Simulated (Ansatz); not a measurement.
Given:

End structure of a constructed model of the (0001) surface of hcp Re, a pseudomorphic layer of Pt in the host's stacking (bottom of the slab: a bare face, its two planes held):

```yaml
crystal:
  lattice:
    - [2.77572, 0.00000, 0.00000]
    - [-1.38786, 2.40385, 0.00000]
    - [0.00000, 0.00000, 30.00000]
  atoms:
    - { symbol: Re, position: [0.66667, 0.33333, 0.27122] }
    - { symbol: Re, position: [0.33333, 0.66667, 0.34590] }
    - { symbol: Re, position: [0.66667, 0.33333, 0.42181] }
    - { symbol: Re, position: [0.33333, 0.66667, 0.49500] }
    - { symbol: Re, position: [0.66667, 0.33333, 0.57150] }
    - { symbol: Re, position: [0.33333, 0.66667, 0.64346] }
    - { symbol: Pt, position: [0.66667, 0.33333, 0.71821] }
```

Slab: 7 atoms, 13.7 Å thick at the start; k 15x15x1, smearing 0.1 eV, dipole-corrected; 2 atoms held, the rest relaxed; start symmetry kept, larger cells not searched; no spin, no spin-orbit, no U. It is one candidate, not shown to be the stable structure of the face.

Q: What is the computed work function of the top face (PBE (Ansatz, a first-principles code))?

A: 5.11 eV
